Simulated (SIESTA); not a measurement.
Worked example: self-consistent single point of CdHgSe2 (R3m, 4 atoms in the cell) in SIESTA.

Level of theory: GGA PBEsol, numerical atomic orbitals DZP, PseudoDojo PBEsol standard norm-conserving potentials (rewritten from UPF to PSML) run with SIESTA.

```yaml
crystal:
  lattice:
    - [2.17039, 1.25308, 7.08105]
    - [-2.17039, 1.25308, 7.08105]
    - [0.00000, -2.50615, 7.08105]
  atoms:
    - { symbol: Cd, position: [0.50268, 0.50268, 0.50268] }
    - { symbol: Hg, position: [0.99985, 0.99985, 0.99985] }
    - { symbol: Se, position: [0.87420, 0.87420, 0.87420] }
    - { symbol: Se, position: [0.37560, 0.37560, 0.37560] }
```

Reference input (self-consistent single point, DFT, GGA PBEsol, numerical atomic orbitals DZP, PseudoDojo PBEsol standard norm-conserving potentials (rewritten from UPF to PSML)): XC.functional = GGA; XC.authors = PBEsol; potentials = PseudoDojo PBEsol standard; PAO.BasisSize = DZP; PAO.EnergyShift = 0.01 Ry; MeshCutoff = 400 Ry; kgrid.MonkhorstPack = 4 4 4; OccupationFunction = MP; OccupationMPOrder = 0; ElectronicTemperature = 1160.45 K; MaxSCFIterations = 150; SCF.Mixer.Method = Pulay. This run's input differs from it in these lines:

```diff
@@ -31,5 +31,5 @@
 %block kgrid.MonkhorstPack
-    4   0   0  0.0
-    0   4   0  0.0
-    0   0   4  0.0
+    6   0   0  0.0
+    0   6   0  0.0
+    0   0   6  0.0
 %endblock kgrid.MonkhorstPack
```

Log, with long lists cut:

```
        iscf     Eharris(eV)        E_KS(eV)     FreeEng(eV)     dDmax    Ef(eV) dHmax(eV)
   scf:    1   -15767.796205   -15840.171711   -15840.190490  0.746128 -0.105054 47.516660
   scf:    2   -15899.576780   -15883.839322   -15883.840048  1.040886 -2.856350  8.411103
   scf:    3   -15886.183737   -15885.211905   -15885.212311  0.119392 -3.041883  3.087873
   scf:    4   -15885.533137   -15885.432552   -15885.433328  0.084196 -3.167504  0.805667
   scf:    5   -15885.435145   -15885.438692   -15885.439441  0.044379 -3.328734  0.406917
   [... 3 lines left out ...]
   scf:    9   -15885.442168   -15885.442169   -15885.443012  0.000342 -3.311791  0.001584
   scf:   10   -15885.442170   -15885.442170   -15885.443013  0.000192 -3.312139  0.000532
   scf:   11   -15885.442170   -15885.442170   -15885.443013  0.000047 -3.312213  0.000085
   scf:   12   -15885.442170   -15885.442170   -15885.443013  0.000009 -3.312227  0.000056
SCF Convergence by DM+H criterion
max |DM_out - DM_in|         :     0.0000094783
max |H_out - H_in|      (eV) :     0.0000556622
SCF cycle converged after 12 iterations

Using DM_out to compute the final energy and forces

siesta: E_KS(eV) =           -15885.4422

siesta: E_KS - E_eggbox =    -15885.4422

siesta: Atomic forces (eV/Ang):
     1    0.000000   -0.000003   -0.329819
     2   -0.000000   -0.000003    0.132820
     3   -0.000000    0.000003    0.185662
     4    0.000000    0.000002    0.010601
   Tot    0.000000   -0.000001   -0.000736
   Max    0.329819
   Res    0.115832    sqrt( Sum f_i^2 / 3N )
   Max    0.329819    constrained

Stress tensor Voigt[x,y,z,yz,xz,xy] (kbar):       23.21       23.21       35.08       -0.00        0.00       -0.00
(Free)E + p*V (eV/cell)   -15887.4022
   [... lines left out ...]
siesta: FreeEng =    -15885.443013
siesta: Cell volume =        115.548750 Ang**3
siesta:         -27.16525066        -40.30234877  kBar
   [... lines left out ...]
   4 16.653   1.791   0.038   1.634   1.592   1.634  -0.115  -0.070  -0.115
              2.001   2.001   2.001   2.001   2.001   0.053   0.048   0.057

              0.048   0.053

mulliken: Qtot =       72.000

Mulliken Atomic Populations:
Atom #   charge [q] valence [e]  Species
     1     0.180937   19.819063  Cd
     2     0.813318   19.186682  Hg
     3    -0.341513   16.341513  Se
     4    -0.652742   16.652742  Se
 Total     0.000000
```

The run converged in 12 iterations. Against the reference run the free energy drops by 12.6 meV/atom, the pressure goes from -2.59 to -2.72 GPa, the largest force hardly changes (0.337 to 0.330 eV/Å) and the gap on the mesh goes from 0.068 to 0.076 eV.

The starting cell comes from a database of computed structures (which also holds hypothetical and non-ambient phases and stackings), without a prior relaxation at this level. Its lattice was rescaled by up to half a per cent. One atom was moved a little off its site on purpose. Spin-orbit coupling is off. Values carry the incompleteness of an atom-centred basis.

Cost on one core of a shared machine: roughly 2 min.
